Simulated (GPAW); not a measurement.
Worked example: self-consistent single point of MgS (Imm2, 2 atoms in the cell) in GPAW.

Method of the run: LDA (Perdew-Wang 92), GPAW PAW datasets LDA (gpaw-data 1.0.1) (plane waves; GPAW).

The change in words: 1 x 1 x 1 supercell, one Mg atom moved by 0.02 angstrom along z; occupations.width: 0 eV → 0.05 eV. Reference geometry:
```yaml
crystal:
  lattice:
    - [0.00000, 2.84729, 2.84729]
    - [2.84729, 0.00000, 2.84729]
    - [2.84729, 2.84729, 0.00000]
  atoms:
    - { symbol: Mg, position: [0.00000, 0.00000, 0.00000] }
    - { symbol: S, position: [0.75000, 0.75000, 0.75000] }
```

Reference input (self-consistent single point, DFT LDA (Perdew-Wang 92), plane waves, GPAW PAW datasets LDA (gpaw-data 1.0.1)): mode = pw; ecut = 850 eV; xc = LDA; kpts = 5 5 5; mesh shift (steps) = 0 0 0; occupations.name = fermi-dirac; occupations.width = 0 eV; nbands = -4; convergence.density = 1e-05 e/electron; convergence.energy = 1e-05 eV/electron; convergence.bands = -2; symmetry.symmorphic = false. This run's input differs from it in these lines:

```diff
@@ -8,3 +8,3 @@
                     [2.847286, 2.847286, 0.000000]],
-              scaled_positions=[[0.000000, 0.000000, 0.000000],
+              scaled_positions=[[0.003512, 0.003512, -0.003512],
                                 [0.750000, 0.750000, 0.750000]],
@@ -15,3 +15,3 @@
             kpts=(5, 5, 5),
-            occupations={'name': 'fermi-dirac', 'width': 0.0},
+            occupations={'name': 'fermi-dirac', 'width': 0.05},
             nbands=-4,
```

Log, with long lists cut:

```
     iter     time        total  log10-change:
                         energy   eigst   dens
iter:   1 --:--:--    -9.870081   +0.68
iter:   2 --:--:--    -9.793531   -0.14  -1.08
iter:   3 --:--:--    -9.444498   -0.60  -1.12
iter:   4 --:--:--    -9.435407   -1.29  -1.45
iter:   5 --:--:--    -9.462383   -1.80  -1.53
iter:   6 --:--:--    -9.430329   -2.14  -1.76
iter:   7 --:--:--    -9.430404   -3.00  -2.93
iter:   8 --:--:--    -9.430315c  -4.01  -3.02
iter:   9 --:--:--    -9.430284c  -4.35  -3.10
iter:  10 --:--:--    -9.430283c  -5.08  -3.20
iter:  11 --:--:--    -9.430263c  -5.99  -3.19
iter:  12 --:--:--    -9.430248c  -5.96  -3.36
iter:  13 --:--:--    -9.430248c  -6.95  -3.88
iter:  14 --:--:--    -9.430248c  -8.02c -4.09
iter:  15 --:--:--    -9.430247c  -7.21  -4.09
iter:  16 --:--:--    -9.430247c  -7.46c -4.44
iter:  17 --:--:--    -9.430247c  -7.20  -4.31
iter:  18 --:--:--    -9.430247c  -8.11c -4.44
iter:  19 --:--:--    -9.430247c  -9.57c -5.09c
Converged after 19 iterations.

Dipole moment: (2.589619, 2.589619, 2.360587) |e|*Ang

Energy contributions relative to reference atoms: (reference = -16251.813960)

Kinetic:         +5.488712
Potential:       -5.213806
External:        +0.000000
XC:              -9.719887
Entropy (-ST):   -0.000000
Local:           +0.014735
SIC:             +0.000000
--------------------------
Free energy:     -9.430247
Extrapolated:    -9.430247

Showing only first 2 kpts
 Kpt  Band  Eigenvalues  Occupancy
  0     6      1.44184    2.00000
  0     7      1.46670    2.00000
  0     8      4.53779    0.00000
  0     9      9.13668    0.00000

  1     6      0.47529    2.00000
  1     7      1.27364    2.00000
  1     8      7.12135    0.00000
  1     9      8.34628    0.00000

Fermi level: 2.44892

Gap: 3.071 eV
Transition (v -> c):
  (s=0, k=0, n=7, [0.00, 0.00, 0.00]) -> (s=0, k=0, n=8, [0.00, 0.00, 0.00])
No difference between direct/indirect transitions
Energy (eV): -9.430247

Forces in eV/Ang:
  0 Mg    0.00000    0.00000   -0.10120
  1 S     0.00000    0.00000    0.10489

Stress tensor:
     0.018227     0.002165    -0.000000
     0.002165     0.018227     0.000000
    -0.000000     0.000000     0.018301
Stress (GPa, Voigt): [ 2.9203  2.9203  2.9322  0.     -0.      0.3469]
```

The run converged in 19 iterations. GPAW prints stress with tension positive. Against the reference run the free energy is nearly the same (within 1 meV/atom), the pressure moves little (-2.93 to -2.92 GPa), the largest force goes from 0.000 to 0.105 eV/Å and the gap on the mesh goes from 3.096 to 3.071 eV.

The starting cell comes from a database of computed structures (which also holds hypothetical and non-ambient phases and stackings), without a prior relaxation at this level. Its lattice was rescaled by up to half a per cent. For this run, on top of that: 1 x 1 x 1 supercell, one Mg atom moved by 0.02 angstrom along z.
